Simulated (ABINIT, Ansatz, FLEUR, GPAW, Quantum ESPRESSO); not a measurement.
Code comparison for Ta2N (P-3m1, 3 atoms in the cell)

Self-consistent single point.

```
Ta2N
1.0
    3.10632     0.00000     0.00000
   -1.55316     2.69015     0.00000
    0.00000     0.00000     4.85961
Ta N
2 1
Cartesian
  1.55316   0.89672   3.62182
  0.00000   1.79344   1.23779
  0.00000   0.00000   0.00000
```

Shared settings, as Ansatz (a program for electronic structure) writes them: kpoints.mp_grid.grid = 3 3 2; scf.occupations.method = gaussian; scf.occupations.width = 0.05 eV. Potentials and cutoffs stand in the table.

```
code                                                                                 model  pressure (GPa)  largest force (eV/Å)           cutoff
----------------  ------------------------------------------------------------------------  --------------  --------------------  ---------------
Quantum ESPRESSO                            PBE, GBRV 1.5 ultrasoft (PBE) pseudopotentials            2.09                 1.821            40 Ry
ABINIT            PBE, norm-conserving pseudopotentials (PseudoDojo nc-sr-05 PBE standard)            3.58                 1.826            42 Ha
FLEUR                         PBE, all-electron FLAPW (FLEUR), scalar-relativistic valence               –                 1.768  Kmax 4.3 1/bohr
GPAW                                          PBE, GPAW PAW datasets PBE (gpaw-data 1.0.1)               –                 1.831           900 eV
Ansatz                                                              PBE, default PAW files            3.42                 1.787          default
```

A dash marks a value that a program does not give, or that is left out as unsure.

On Ansatz's run: spin-orbit coupling is off. Spin polarisation is off; with an odd number of electrons in the cell that forces a metal, and a magnetic state may lie lower.

The spread over the programs that give each value: pressure within 1.49 GPa; largest force within 0.063 eV/Å.

FLEUR treats all electrons, but the usual bases taken here (sphere radii, linearisation, local orbitals, empty states) were not tested for convergence, so the values are no reference for the others. Ansatz's pressure is given at a fixed set of plane waves, as the other plane-wave codes print theirs; with its correction for the finite basis it is 3.70 GPa (the shift of 0.28 GPa shows how far the cutoff is from converged). The pressure of GPAW is left out: its cutoff lies under the one at which its stress was checked. In the pressure, Quantum ESPRESSO (by 1.33) lies more than 1 GPa from the median of the plane-wave programs.

On the base mesh (12 12 7) the same programs gave: Ansatz pressure 0.13 GPa; Quantum ESPRESSO pressure -1.21 GPa; ABINIT pressure 0.34 GPa.

The values differ from the base mesh's, so the mesh still matters here: the table compares the programs at equal settings.

The starting cell comes from a database of computed structures (which also holds hypothetical and non-ambient phases and stackings), without a prior relaxation at this level. Its lattice was rescaled by a random factor within 2.5 % of one.

Left out of this page: Elk (not drawn, or without a comparable value).

Keys are those of Ansatz 0.2.
